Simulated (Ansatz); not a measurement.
## Defect calculation: Er on the Si site (Er_Si) in 3C silicon carbide

Computed with PBE, PAW (plane waves to 420 eV; Ansatz, a program for electronic structure). The supercell holds 64 host sites (2×2×2 repeats of a cell of 8 atoms), with a 2×2×2 shifted k-point sampling for the final energies. Site at the start: the Si site. Charged cells carry a point-charge image correction with potential alignment at far atoms. Dielectric constants: PBE linear response of the host. Host gap at this level: 1.37 eV. A cell of this size leaves errors of a few tenths of an eV. Levels are measured in PBE's own, too narrow, gap. Spin–orbit coupling is left out, and no Hubbard U is applied to the open shells. Each state is the lowest found from its start.

Charges with a result: +1, 0, −1, −2. Others weren't obtained, and one of them could lie lower, also by skipping a charge.

```tsv
charge	moment (μB)	largest move off a lattice site (Å)	image correction with alignment (eV)
+1†	3.0	0.43	0.55
0	4.0	0.36	0.00
−1	3.0	0.29	-0.23
−2†	2.0	0.30	-0.12
```

† Not settled in this cell, so no level is given: charge +1: level within 0.1 eV of a band edge or past it; charge −2: a level filled in part, carriers not clearly localised, a large or scattered potential alignment, level within 0.1 eV of a band edge or past it.

Starting moments that weren't kept: charge +1 began with 5 μB and ended with 3.0.

Transition levels above the valence-band maximum: ε(0/−1) = 0.58 eV. With a charge missing or unsettled, these needn't be thermodynamic levels.

Flagged in the runs: a doubtful potential alignment, a strain field that reaches the edge of the cell.
